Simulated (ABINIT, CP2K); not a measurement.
An ABINIT input for a self-consistent single point of CdF₂ (Fm-3m, 3 atoms in the cell) (DFT, PBE, plane waves, PAW (JTH v2.0 PBE PAW)):

```
# CdF2, JTH v2.0 PBE PAW
pp_dirpath "./"
pseudos "Cd.GGA_PBE-JTH.xml, F.GGA_PBE-JTH.xml"
acell 7.2023236679 7.2023236679 7.2023236679
rprim
         0.0000000000    0.7071067812    0.7071067812
         0.7071067812    0.0000000000    0.7071067812
         0.7071067812    0.7071067812   -0.0000000000
natom 3
ntypat 2
znucl 48 9
typat 1 2 2
xcart
         0.0000000000    0.0000000000    0.0000000000
         1.3475000000    1.3475000000    1.3475000000
         4.0425000000    4.0425000000    4.0425000000
      Angstrom
ecut 24
pawecutdg 48
pawxcdev 0
occopt 3
tsmear 0.00183747
nband 18
kptopt 1
ngkpt 7 7 7
nshiftk 1
shiftk 0 0 0
nstep 80
toldfe 1.0e-09
prtwf 0
prtden 0
```

Q: Give the CP2K input for the same structure, mesh, smearing and functional.

A: One input that does it (others would too):

```
&GLOBAL
  PROJECT run
  RUN_TYPE ENERGY_FORCE
  PRINT_LEVEL MEDIUM
&END GLOBAL
&FORCE_EVAL
  METHOD Quickstep
  STRESS_TENSOR ANALYTICAL
  &DFT
    BASIS_SET_FILE_NAME BASIS_MOLOPT
    POTENTIAL_FILE_NAME GTH_POTENTIALS
    &QS
      METHOD GPW
      EPS_DEFAULT 1E-10
    &END QS
    &MGRID
      CUTOFF 550
      REL_CUTOFF 50
      NGRIDS 5
    &END MGRID
    &SCF
      SCF_GUESS ATOMIC
      EPS_SCF 1E-7
      MAX_SCF 100
      ADDED_MOS 5
      &DIAGONALIZATION
        ALGORITHM STANDARD
      &END DIAGONALIZATION
      &MIXING
        METHOD BROYDEN_MIXING
        ALPHA 0.2
        NBUFFER 8
        BETA 1
      &END MIXING
      &SMEAR ON
        METHOD FERMI_DIRAC
        ELECTRONIC_TEMPERATURE [K] 580.23
      &END SMEAR
    &END SCF
    &KPOINTS
      SCHEME MONKHORST-PACK 7 7 7
    &END KPOINTS
    &XC
      &XC_FUNCTIONAL PBE
      &END XC_FUNCTIONAL
    &END XC
    &PRINT
      &MO
        EIGENVALUES T
        OCCUPATION_NUMBERS T
        NDIGITS 8
        FILENAME mo
        &EACH
          QS_SCF 0
        &END EACH
        ADD_LAST NUMERIC
      &END MO
      &MULLIKEN ON
      &END MULLIKEN
    &END PRINT
  &END DFT
  &SUBSYS
    &CELL
      ABC 3.81130600 3.81130529 3.81130566
      ALPHA_BETA_GAMMA 59.99999911 59.99999706 59.99999385
      PERIODIC XYZ
    &END CELL
    &COORD
      SCALED
      Cd       0.00000000     0.00000000     0.00000000
      F        0.25000000     0.25000000     0.25000000
      F        0.75000000     0.75000000     0.75000000
    &END COORD
    &KIND Cd
      BASIS_SET DZVP-MOLOPT-SR-GTH-q12
      POTENTIAL GTH-PBE-q12
    &END KIND
    &KIND F
      BASIS_SET DZVP-MOLOPT-SR-GTH-q7
      POTENTIAL GTH-PBE-q7
    &END KIND
  &END SUBSYS
  &PRINT
    &FORCES ON
    &END FORCES
    &STRESS_TENSOR ON
    &END STRESS_TENSOR
  &END PRINT
&END FORCE_EVAL
```

Basis settings and potentials, where a program has them, do not carry over. This input uses DFT PBE, GPW, DZVP-MOLOPT-SR-GTH basis, GTH-PBE potentials (GTH_POTENTIALS). Both were run: pressure 4.67 GPa in ABINIT and 7.20 in CP2K; gap on the mesh 3.127 eV in ABINIT and 3.090 in CP2K.

On ABINIT: the starting cell has typed, rounded lattice constants, without a prior relaxation at this level. With a pressure of about 5 GPa the cell is away from its equilibrium volume at this level.

On CP2K: the starting cell has typed, rounded lattice constants, without a prior relaxation at this level. Values carry the incompleteness of an atom-centred basis. With a pressure of about 7 GPa the cell is away from its equilibrium volume at this level.
